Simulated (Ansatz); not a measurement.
Formation energy of the bound charge states of V_O in rock-salt CaO (start: the O site; 64-site cell, 2×2×2 shifted sampling) against the Fermi level, O-rich (Δμ(O) = 0.00 eV; only phases computed here count, gases as isolated molecules at 0 K). The numbers are results of PBE, PAW (plane waves to 420 eV; Ansatz, an electronic-structure program), not measurements.

Cell and caveats: 64-site cell; 2×2×2 shifted k-points; host gap 3.66 eV; charged states image-corrected; energies good to tenths of an eV.

Left out: charge −1 (carrier in host band states).

```
E_F − E_VBM (eV)  q = +2  q = +1  q = 0
----------------  ------  ------  -----
0.00                2.47    3.86   6.68
0.46                3.39    4.31   6.68
0.91                4.30    4.77   6.68
1.37                5.22    5.23   6.68
1.83                6.13    5.69   6.68
2.29                7.05    6.14   6.68
2.74                7.96    6.60   6.68
3.20                8.88    7.06   6.68
3.66                9.79    7.52   6.68
```

Crossings of the lowest lines: (+2/+1) at 1.38 eV; (+1/0) at 2.82 eV.
